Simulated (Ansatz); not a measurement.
Take BP in the zinc blende structure (space group F-43m, No. 216; a = 4.491 Å) as the base. Axes: x, y, z lie along the cube axes.

Computed with DFT with LDA, PAW potentials and a 420 eV plane-wave cutoff in Ansatz (a program for electronic structure), no SOC.

Before the change:

The smallest direct gap comes out as 3.43 eV, the valence-band top at Γ is 0.00, 0.00, 0.00 eV and the band gap comes out as 1.14 eV.

The change: biaxial strain −2.08 %, plane normal [111], relaxed out of plane (Cartesian); in-plane vectors clamped, the third vector and the atoms free.

**Question.** Estimate the effect on the smallest direct gap, valence-band top at Γ, ratio −ε⊥/ε∥, energy relative to the base and band gap.

**Answer.** The smallest direct gap shrinks by 0.35 eV (3.43 eV → 3.08 eV); the valence-band top at Γ (three highest levels, from the VBM) changes from 0.00, 0.00, 0.00 eV to 0.00, 0.00, -0.28 eV; the ratio −ε⊥/ε∥ comes out as 0.22; the energy grows by 15 meV/atom; the band gap drops by 0.18 eV to 0.96 eV.

No phonon test of stability was made.
